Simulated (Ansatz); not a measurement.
Nb3Au, pressure series

The reference is Nb₃Au in the A15 (Cr3Si type) structure (space group Pm-3n, No. 223; a = 5.174 Å).

Cell and atoms are relaxed at each pressure.

Method: PBEsol (Ansatz, a program for electronic structure, PAW, without spin-orbit coupling).

| P (GPa) | V (Å³/atom) |
|---|---|
| 0.30 | 17.291 |
| 0.70 | 17.257 |
| 1.49 | 17.191 |
| 3.00 | 17.068 |
| 5.00 | 16.912 |
| 7.50 | 16.727 |
| 10.00 | 16.552 |

Task: Fit a third-order Birch–Murnaghan equation of state.

Result: Least squares on P(V) = (3B₀/2)[(V₀/V)^(7/3) − (V₀/V)^(5/3)]·[1 + (3/4)(B₀′ − 4)((V₀/V)^(2/3) − 1)] gives V₀ = 17.32 Å³/atom, B₀ = 201 GPa and B₀′ = 4.4.

Load acts through the strain it causes; cell and atoms are relaxed under it. Stability against distortions was not tested. Competing high-pressure phases were not computed. The final runs are not spin-polarised.
